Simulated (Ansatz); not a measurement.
Ansatz (a program for electronic structure) run on LaNi2B2C (I4mm, 6 atoms in the cell): self-consistent single point

Method: PBEsol, default PAW files made with PBE (plane waves; Ansatz).

Input as run:

Ansatz 0.2 input:
```yaml
crystal:
  lattice:
    - [-1.87975900, 1.87975900, 4.88464900]
    - [1.87975900, -1.87975900, 4.88464900]
    - [1.87975900, 1.87975900, -4.88464900]
  atoms:
    - { symbol: La, position: [0.00511800, 0.00511800, 0.00000000] }
    - { symbol: Ni, position: [0.75000000, 0.25000000, 0.50000000] }
    - { symbol: Ni, position: [0.25000000, 0.75000000, 0.50000000] }
    - { symbol: B, position: [0.34813000, 0.34813000, 0.00000000] }
    - { symbol: B, position: [0.65187000, 0.65187000, 0.00000000] }
    - { symbol: C, position: [0.50000000, 0.50000000, 0.00000000] }
basis:
  ecutwfc: 420.0 eV
kpoints:
  mp_grid:
    grid: [8, 8, 8]
hamiltonian:
  xc: pbesol
  pseudopotentials:
    kind: paw
scf:
  occupations:
    method: fermi_dirac
    width: 0.1 eV
output:
  forces: true
  eigenvalues: true
  stress: true
```

The program printed (abridged):

```
WARN ansatz: RAYON_NUM_THREADS=1 ignored (pool sized by the plan → 1); use --threads N
basis.fft_grid_basis auto: the FFT boxes are laid along the combinations [[1, 0, 1], [0, 1, 1], [0, 0, 1]] of the cell's own vectors, 3.760, 3.760 and 5.561 Å …
Pseudopotentials: kind: paw
Pseudopotential: La, paw, valence charge 11
Pseudopotential: Ni, paw, valence charge 18
Pseudopotential: B, paw, valence charge 3
Pseudopotential: C, paw, valence charge 4
Crystal: 6 atoms, lattice volume = 69.040 Å³
Basis set: ecut = 420 eV, 1357 PW (Γ), FFT grids on a1+a3, a2+a3, a3, exchange–correlation on 54×54×80 points (8 copies of the dense FFT grid, shifted against one another)
Bands: 35, of which v1, the nominal top of the filled ones, is band 29 counted from 1 (28 counted from 0)
Symmetry: 8 space group operations
Space group: I4mm (ITA 107), of the structure as read, at distance tolerance 4.1e-5 Å
k-points: 59 of 512 (time reversal used)
PAW frozen core: La, regenerated for the run's functional, and the local potential with it
PAW frozen core: Ni, regenerated for the run's functional, and the local potential with it
PAW frozen core: B, regenerated for the run's functional, and the local potential with it
PAW frozen core: C, regenerated for the run's functional, and the local potential with it
Initial density: superposition of atomic densities (neutral atoms: chi_scale 0, normalization atom), corrected by the library's trained network
Initial wavefunctions: pseudopotential atomic-orbital guess
Eigensolver: davidson
Functional: x = pbesol(κ = 0.804, μ = 0.12345679012345678), c = pbesol(β = 0.046)
SCF iter   1: F=—  HF=-18326.075700 eV  |F-HF|=—  |Δ(HF+E_count)|=         —  Δρ=7.65e-3  dr2=3.55e-2  ethr=1.77e-3  ⟨swp⟩=5.2  Hψ=7635  notcnv=0
all-band conjugate gradients solve this SCF's bands
preconditioner: auto → Kerker (q_TF=auto, 2.643 Å⁻¹)
SCF iter   2: F=—  HF=-18326.066631 eV  |F-HF|=—  |Δ(HF+E_count)|=   9.07e-3  Δρ=3.16e-3  dr2=1.06e-2  ethr=6.23e-5  ⟨swp⟩=2.0  Hψ=4159  notcnv=0
SCF iter   3: F=—  HF=-18326.064432 eV  |F-HF|=—  |Δ(HF+E_count)|=   2.20e-3  Δρ=1.10e-3  dr2=9.98e-4  ethr=1.87e-5  ⟨swp⟩=2.0  Hψ=2991  notcnv=0
SCF iter   4: F=—  HF=-18326.064165 eV  |F-HF|=—  |Δ(HF+E_count)|=   2.67e-4  Δρ=2.41e-4  dr2=4.42e-5  ethr=1.75e-6  ⟨swp⟩=2.0  Hψ=3678  notcnv=0
SCF iter   5: F=—  HF=-18326.064151 eV  |F-HF|=—  |Δ(HF+E_count)|=   1.41e-5  Δρ=5.88e-5  dr2=2.29e-6  ethr=7.76e-8  ⟨swp⟩=2.2  Hψ=3259  notcnv=0
SCF iter   6: F=—  HF=-18326.064150 eV  |F-HF|=—  |Δ(HF+E_count)|=   1.91e-7  Δρ=1.96e-5  dr2=1.38e-7  ethr=4.02e-9  ⟨swp⟩=2.0  Hψ=3517  notcnv=0
SCF iter   7: F=-18326.064150 eV  HF=-18326.064150 eV  |F-HF|=5.35e-9  |Δ(HF+E_count)|=   1.44e-8  Δρ=3.90e-6  dr2=7.08e-9  ethr=1.75e-10  ⟨swp⟩=6.7  Hψ=8639  notcnv=0
SCF 1 converged in 7 iterations: F = -18326.064150 eV  dr2 = 7.08e-9
SCF converged after 7 iterations
Free energy (F): -18326.064150 eV
Harris-Foulkes:  -18326.064150 eV  (|F-HF|=5.35e-9)
Internal energy: -18325.984796 eV  (E = F + TS)
E sigma→0 (E₀):  -18326.024473 eV
Entropy (-TS):   -0.079354 eV (-13.226 meV/atom)
Fermi energy:    14.663175 eV
--- Per-component energies (eV) ---
  E_band       = -621.719615
  E_kinetic    = 950.030242
  E_local      = -9681.743184  (includes V_loc(G=0)·N_el)
  E_nonlocal   = 1421.402057
  E_hartree    = 4160.558693
  E_xc         = -421.635547
  E_vxc        = -504.949913  (∫ρ·V_xc dr)
  E_paw        = -8766.683752  (= ΣΔE_a)
  E_vpaw       = -1127.569585  (= ΣTr[D̂ρ^β])
  E_aug_tail   = 0.000983  (compensation charges beyond the density's cutoff)
  E_ewald      = -5988.528897
  E_core_change = 0.614610  (= ΣΔE_core)
  E_smearing   = -0.079354  (= −TS)
  E_closure    = -0.000000  (closes the sum)
  Σ components = -18326.064150   (vs F -18326.064150, Δ=0.00e0)
--- Forces (eV/Å), atoms counted from 1 ---
  atom   1  La     0.00000000     0.00000000    -0.31679183
  atom   2  Ni     0.00000000    -0.00000000     0.15368289
  atom   3  Ni    -0.00000000     0.00000000     0.15368289
  atom   4  B     -0.00000000     0.00000000    -0.23413897
  atom   5  B      0.00000000     0.00000000     0.30419856
  atom   6  C      0.00000000    -0.00000000    -0.06062485
  max |Σ_I F_I| component: 8.70e-6 eV/Å
--- Stress (GPa, compression-positive) ---
       -2.221387       0.000000       0.000000
        0.000000      -2.221387       0.000000
        0.000000       0.000000      -0.013584
  P = ⅓ Tr σ = -1.4855 GPa (-14.855 kbar)
  The stress holds the Pulay correction. Without it, at fixed plane waves, as pw.x and ABINIT print it: P = -1.6326 GPa
--- Band table (eV; the first three rows and the last of 59) ---
  k-point 0: bands = ["-88.3948", "-88.3854", "-49.0268", "-49.0268", "-48.9741", "-48.9741", "-48.8224", "-48.8115", "-17.1109", "-1.1540", "-0.7297", "-0.7297", "1.6987", "6.3138", "6.5399", "10.1084", "10.8674", "10.8674", "11.4688", "12.1983", [...]
  k-point 1: bands = ["-88.3941", "-88.3861", "-49.0277", "-49.0184", "-48.9827", "-48.9733", "-48.8216", "-48.8123", "-17.0858", "-1.1530", "-1.1067", "-0.8587", "2.3432", "6.3854", "6.6102", "10.2134", "10.2258", "10.9382", "11.5152", "11.6295", [...]
  k-point 2: bands = ["-88.3924", "-88.3877", "-49.0299", "-49.0035", "-48.9980", "-48.9716", "-48.8197", "-48.8142", "-17.0260", "-1.6132", "-1.1542", "-1.0008", "2.9264", "6.2271", "7.2548", "9.7307", "10.2893", "10.5541", "11.1528", "11.8284", [...]
  k-point 58: bands = ["-88.3948", "-88.3854", "-49.0269", "-49.0269", "-48.9741", "-48.9741", "-48.8224", "-48.8115", "-17.1065", "-1.3907", "-0.7288", "-0.7288", "1.9391", "5.4278", "8.9940", "9.2720", "10.9899", "10.9899", "11.2863", "11.2863", [...]
```

The run converged in 7 iterations.

The starting cell comes from a database of computed structures (which also holds hypothetical and non-ambient phases and stackings), without a prior relaxation at this level. Its lattice was rescaled by up to half a per cent. One atom was moved a little off its site on purpose. Spin polarisation is off. Ansatz's pressure includes its estimate of the finite-basis (Pulay) stress.
